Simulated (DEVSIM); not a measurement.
System: illuminated InP p-on-n cell, one wavelength, at 300 K.

Layer 1 from the left is InP, thickness (μm) 0.110, Na (cm⁻³) 1.1e18, τn (s) 2.8e-10, τp (s) 1.8e-10, absorption coefficient (cm⁻¹) 36000. Layer 2 from the left is InP, thickness (μm) 4.90, Nd (cm⁻³) 3.9e14, τn (s) 9.6e-9, τp (s) 9.6e-9, absorption coefficient (cm⁻¹) 36000.

Left contact: ohmic, minority electron recombination velocity 1000 cm/s. Right contact: ohmic, minority hole recombination velocity 3000 cm/s. Voltage is applied to the left contact. Recombination: SRH at mid-gap, radiative, Auger. Light enters at the left, 5.6e17 photons cm⁻² s⁻¹, one pass, no reflection. Mobility is μmin + (μ − μmin)/(1 + (N/Nref)^α).

Constants are typed, rounded textbook-type inputs, not results; the design itself was drawn at random and stands for no fabricated device. Values at 300 K.

InP: gap (eV) 1.344, affinity (eV) 4.38, permittivity 12.5, Nc (cm⁻³) 5.7e17, Nv (cm⁻³) 1.1e19, μn (cm²/Vs) 5200, μp (cm²/Vs) 170, μn,min 400, μp,min 10, Nref,n 3e17, Nref,p 4.9e17, αn 0.47, αp 0.62, B (cm³/s) 1.2e-10, Cn (cm⁶/s) 9e-31, Cp (cm⁶/s) 9e-31.

DEVSIM, 1D drift-diffusion, Boltzmann statistics, complete ionisation; no tunnelling, impact ionisation, image-force lowering or self-heating.

Task: What does the simulation give for the potential step across the device at zero bias, the short-circuit current, the share of generated pairs collected at short circuit?

Result: potential step across the device at zero bias 1.096 V; short-circuit current 89.5 mA/cm²; share of generated pairs collected at short circuit 0.997.
